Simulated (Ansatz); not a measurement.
Start from ZnS in the zinc blende structure (space group F-43m, No. 216; a = 5.3565 Å).

Calculations: DFT with PBEsol, PAW potentials and a 420 eV plane-wave cutoff in Ansatz (a first-principles code), no spin-orbit coupling.

One change was made to it. Results:

```csv
quantity,base,after
band gap,2.09 eV,1.01 eV
lattice parameter a,5.357 Å,5.824 Å
```

**Question.** Name the change that was made.
A. Zn → Cd
B. S → Pt
C. S → Se

**Answer.** A, Zn → Cd. For comparison, the band gap in the other runs: S → Se gives 1.24 eV; S → Pt gives zero.

With Pt present, leaving out spin-orbit coupling can change the band edges. No phonon test of stability was made. As relaxed here, ZnPt is a hypothetical phase, not in the database extracts checked. The final runs are not spin-polarised.
